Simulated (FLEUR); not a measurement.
## Equation of state of zinc-blende BeSe (space group 216): energy against volume (FLEUR, LDA)

```xyz
2
Lattice="0.0000 2.4700 2.4700 2.4700 0.0000 2.4700 2.4700 2.4700 0.0000" Properties=species:S:1:pos:R:3 pbc="T T T"
Be     0.0000     0.0000     0.0000
Se     3.7051     3.7051     3.7051
```

Method of the run: LDA (Vosko-Wilk-Nusair), all-electron FLAPW (FLEUR), scalar-relativistic valence run with FLEUR. Settings: Kmax = 5.13 1/bohr; GmaxXC = 15.4 1/bohr; xcFunctional = vwn; jspins = 1; l_soc = F; mode = hist; fermiSmearingEnergy = 0.00036749 Htr; mesh (inpgen div1-3) = 11 11 11; inpgen gamma flag = false; Gmax = 15.4 1/bohr; numbands = 0; maxIterBroyd = 25; imix = Anderson; alpha = 0.05; precondParam = 0; minDistance = 1e-05 me/bohr^3. The cell above is the first row's. The rows scale it uniformly. In all rows fractional positions and the k mesh are held. E is the free energy at the stated smearing, counted from the lowest row.

| V (Å^3/atom) | E (meV/atom) |
|---|---|
| 15.070 | 38.81 |
| 15.398 | 22.41 |
| 15.725 | 10.77 |
| 16.053 | 3.43 |
| 16.380 | 0.00 |
| 16.708 | 0.12 |
| 17.036 | 3.45 |
| 17.363 | 9.71 |
| 17.691 | ? |

**Question.** Fit E against V with the third-order Birch-Murnaghan form, a cubic in V^(-2/3), and predict the withheld value at V = 17.691.

**Answer.** With u = V^(-2/3) - 0.156, the rows have u = 0.007905, 0.005569, 0.003321, 0.001143, -0.000955, -0.002991, -0.004961, -0.006864. Least squares gives E = 1.117 + 1556.93·u + 407847·u² - 197393·u³. Residuals (row less fit): -0.003, 0.008, -0.008, 0.001, -0.002, 0.006, -0.005, 0.000; standard error 0.007 (degrees of freedom: 4). Its minimum lies at u = -0.001906, so V0 = (0.154094)^(-3/2) = 16.53. There d²E/du² = 818000 and d³E/du³ = -1184000, so B0 = (4/9) × 16.53^(-7/3) × 818000 × 0.160218 = 83.7 GPa (the last factor turns the table's units into GPa), and B0' = 4 + (2/3) × 0.154094 × (-1184000)/818000 = 3.9. At the withheld row, u = -0.008713, so E = 1.117 + 1556.93 × (-0.008713) + 407847 × (-0.008713)² - 197393 × (-0.008713)³ = 18.644 meV/atom. The calculation gives 18.61 meV/atom, 0.034 meV/atom below the prediction (0.1 % of the range of E in the table). The row lies outside the fitted rows, so this is an extrapolation. From the scatter of the fitted rows alone, a prediction at this place has a standard error of 0.017 meV/atom, so the miss is 2.0 times that.

Carrying the step between the two nearest rows on in a straight line would have given 15.99, off by 2.62; series whose last step already gives the withheld value aren't shown. The scan was laid around a cell of about the measured size, scaled by a guess for this functional. The runs keep the symmetry of the cell, so they don't test it for distortions. Values depend on the basis (sphere radii, cutoffs, local orbitals), which need not be converged. Cutoffs and mesh are single choices, not tested for convergence of this quantity. Series with a scatter that would blur these digits, or in which a gap closes, are not shown. Nor are scans whose minimum lies at an end fitted in this form.
